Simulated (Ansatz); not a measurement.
MgSc₃N (model structure, started from the Ni3MgC type, Pm-3m, No. 221, 5 atoms in the cell), treated with LDA (Ansatz, a quantum-chemistry and plane-wave program, plane waves, PAW).

Input file:

Ansatz 0.2 input:
```yaml
crystal:
  lattice:
    - [4.3933679939, 0.0, 0.0]
    - [0.0, 4.3933679939, 0.0]
    - [0.0, 0.0, 4.3933679939]
  atoms:
    - { symbol: Mg, position: [0.0, 0.0, 0.0] }
    - { symbol: Sc, position: [0.0, 0.5, 0.5] }
    - { symbol: Sc, position: [0.5, 0.0, 0.5] }
    - { symbol: Sc, position: [0.5, 0.5, 0.0] }
    - { symbol: N, position: [0.5, 0.5, 0.5] }
basis:
  ecutwfc: 520
  ecutrho_ratio: 4
  xc_grid: 2
kpoints:
  mp_grid: { grid: [14, 14, 14] }
hamiltonian:
  xc: lda
  dispersion: none
  pseudopotentials: { kind: paw }
scf:
  occupations: { method: fermi_dirac, width: 0.05 }
output:
  forces: true
  stress: true
  eigenvalues: true
relax:
  f_tol: 0.004
  escape_saddle: false
  max_steps: 80
```

Excerpt of the program's output:

```
WARN output.stress: scf.convergence.dr2_threshold = 1e-7 eV (the SCF's general default) is looser than the 5e-10 eV advised for a printed stress (1e-10 eV for …
Relaxation: its limit of steps is 80 (relax.max_steps)
Crystal: 5 atoms, lattice volume = 84.799 Å³
Basis set: ecut = 520 eV, 2301 PW (Γ), exchange–correlation on 72×72×72 points (8 copies of the dense FFT grid, shifted against one another)
Bands: 29, of which v1, the nominal top of the filled ones, is band 24 counted from 1 (23 counted from 0)
Symmetry: 48 space group operations
Space group: Pm-3m (ITA 221), of the structure as read, at distance tolerance 4.4e-5 Å
k-points: 120 of 2744
Functional: x = slater, c = lda
SCF iter   1: F=—  HF=-8547.067360 eV  |F-HF|=—  |Δ(HF+E_count)|=         —  Δρ=8.20e-3  dr2=7.01e-2
SCF iter   2: F=—  HF=-8547.048759 eV  |F-HF|=—  |Δ(HF+E_count)|=   1.86e-2  Δρ=3.90e-3  dr2=1.70e-2
  ...
SCF iter   7: F=—  HF=-8547.044581 eV  |F-HF|=—  |Δ(HF+E_count)|=   1.42e-6  Δρ=1.34e-5  dr2=2.26e-7
SCF iter   8: F=-8547.044581 eV  HF=-8547.044581 eV  |F-HF|=1.57e-8  |Δ(HF+E_count)|=   8.12e-8  Δρ=5.93e-6  dr2=1.77e-8
SCF 1 converged in 8 iterations: F = -8547.044581 eV  dr2 = 1.77e-8
relax step   1: F+E_penalty+E_count = -8547.04458062 eV  Δ(F+E_penalty+E_count) = +0.000e0 eV  max|allowed force component| = 3.386e-29 eV/Å  Δτ_max = 0.0000 Å  (8 SCF iters, accepted)
SCF converged after 8 iterations
Free energy (F): -8547.044581 eV
Internal energy: -8546.995155 eV  (E = F + TS)
E sigma→0 (E₀):  -8547.019868 eV
Fermi energy:    10.250056 eV
--- Forces (eV/Å), atoms counted from 1 ---
  atom   1  Mg    -0.00000000    -0.00000000    -0.00000000
  atom   2  Sc     0.00000000    -0.00000000     0.00000000
  atom   3  Sc    -0.00000000    -0.00000000    -0.00000000
  atom   4  Sc     0.00000000     0.00000000    -0.00000000
  atom   5  N      0.00000000     0.00000000     0.00000000
--- Stress (GPa, compression-positive) ---
        2.149212      -0.000000      -0.000000
        0.000000       2.149212       0.000000
        0.000000       0.000000       2.149212
  P = ⅓ Tr σ = 2.1492 GPa (21.492 kbar)
```

The cell is one volume of an energy–volume scan, off the minimum.

The PAW data were made under PBE.

Note: the relaxation could raise the start's symmetry but not lower it, so the cell can be a saddle point.

A model structure was made by putting elements into a prototype or built by hand; it is no filed structure, need not be a known phase, and can be a saddle point held by its symmetry.
